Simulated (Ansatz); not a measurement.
# Short convergence ladders for a (001) slab of MoTe2 (cut from a parent of space group no. 194; 6 atoms in the cell)

```yaml
crystal:
  lattice:
    - [3.53056, 0.00000, 0.00000]
    - [-1.76528, 3.05755, 0.00000]
    - [0.00000, 0.00000, 24.61342]
  atoms:
    - { symbol: Te, position: [0.66667, 0.33333, 0.71560] }
    - { symbol: Te, position: [0.33333, 0.66667, 0.43117] }
    - { symbol: Te, position: [0.33333, 0.66667, 0.28440] }
    - { symbol: Te, position: [0.66667, 0.33333, 0.56883] }
    - { symbol: Mo, position: [0.66667, 0.33333, 0.35779] }
    - { symbol: Mo, position: [0.33333, 0.66667, 0.64222] }
```

Base method: LDA (PW92), default PAW files made with PBE (plane waves; Ansatz, an electronic-structure program).

Base settings: basis.ecutwfc = 420 eV; kpoints.mp_grid.grid = 7 7 1; hamiltonian.xc = lda; hamiltonian.pseudopotentials = {kind: paw} (the program's default PAW files); scf.occupations.method = fermi_dirac; scf.occupations.width = 0.01 eV.

The count of work is k-points × plane waves × bands × iterations; it is no time. 

**The vacuum**

The mesh stays at the base's, so the ladder's end is converged at best in this setting alone.

Only quantities that move along the ladder and can be compared are tabulated.

```csv
vacuum between outermost atoms (Å),free energy less the last step's (meV/atom),largest difference of a force vector from the last step's (eV/Å),count of work / last
3.0,-10.59,0.139,0.30
4.0,-11.50,0.095,0.32
5.0,-2.86,0.033,0.34
6.0,-0.41,0.007,0.41
7.0,0.00,0.001,0.43
8.0,0.03,0.000,0.46
10.0,0.00,0.000,0.51
12.0,0.01,0.000,0.55
14.0,0.01,0.000,0.61
17.0,0.01,0.000,0.68
20.0,0.00,0.000,0.75
25.0,0.00,0.001,0.78
30.0,0.00,0.000,1.0
```

Smallest vacuum between outermost atoms (Å) that holds the forces within 0.005 eV/Å of the last step, with all finer ones: 7.0, at 0.43 of the last step's count of work; the step before is off by 0.007 eV/Å.

Smallest vacuum between outermost atoms (Å) that holds the free energy within 0.5 meV/atom of the last step, with all finer ones: 6.0, at 0.41 of the last step's count of work; the step before is off by 2.9 meV/atom.

Two neighbours can agree and both be off: 3.0 and 4.0 differ by 0.91 meV/atom in the free energy, yet lie about 12 meV/atom from the last step.

**The k-point mesh**

Only quantities that move along the ladder and can be compared are tabulated.

```tsv
kpoints.mp_grid.grid	free energy less the last step's (meV/atom)	largest difference of a force vector from the last step's (eV/Å)	count of work / last
2 2 1	248.79	0.219	0.051
3 3 1	-35.45	0.246	0.068
4 4 1	-17.79	0.015	0.091
5 5 1	1.15	0.007	0.11
6 6 1	0.36	0.006	0.16
7 7 1	0.16	0.000	0.18
8 8 1	0.12	0.001	0.23
9 9 1	0.01	0.000	0.27
11 11 1	0.00	0.000	0.36
13 13 1	0.00	0.000	0.48
15 15 1	0.00	0.000	0.61
17 17 1	0.00	0.000	0.75
20 20 1	0.00	0.000	1.0
```

Coarsest kpoints.mp_grid.grid that holds the forces within 0.02 eV/Å of the last step, with all finer ones: 4 4 1, at 0.091 of the last step's count of work; the step before is off by 0.25 eV/Å.

Coarsest kpoints.mp_grid.grid that holds the free energy within 2 meV/atom of the last step, with all finer ones: 5 5 1, at 0.11 of the last step's count of work; the step before is off by 18 meV/atom.

**The plane-wave cutoff**

The mesh stays at the base's, so the ladder's end is converged at best in this setting alone.

Only quantities that move along the ladder and can be compared are tabulated.

```csv
basis.ecutwfc,free energy less the last step's (meV/atom),largest difference of a force vector from the last step's (eV/Å),count of work / last
210 eV,4108.62,0.519,0.13
250 eV,737.39,0.081,0.16
295 eV,75.00,0.020,0.20
355 eV,3.50,0.001,0.28
420 eV,1.24,0.001,0.35
505 eV,0.34,0.000,0.47
630 eV,0.12,0.000,0.65
840 eV,0.00,0.000,1.0
```

Coarsest basis.ecutwfc that holds the free energy within 0.5 meV/atom of the last step, with all finer ones: 505 eV; the step before is off by 1.2 meV/atom.

Coarsest basis.ecutwfc that holds the forces within 0.01 eV/Å of the last step, with all finer ones: 355 eV, at 0.28 of the last step's count of work; the step before is off by 0.020 eV/Å.

On the base run: the starting cell has typed, rounded lattice constants, without a prior relaxation at this level. The slab is cut from that crystal, and its faces are unrelaxed. Its lattice was rescaled by up to half a per cent. Spin polarisation is off.

Left out of this page: 1 run of the series outside the window shown, repeating another row's setting, or not comparable.

Keys are those of Ansatz 0.2.
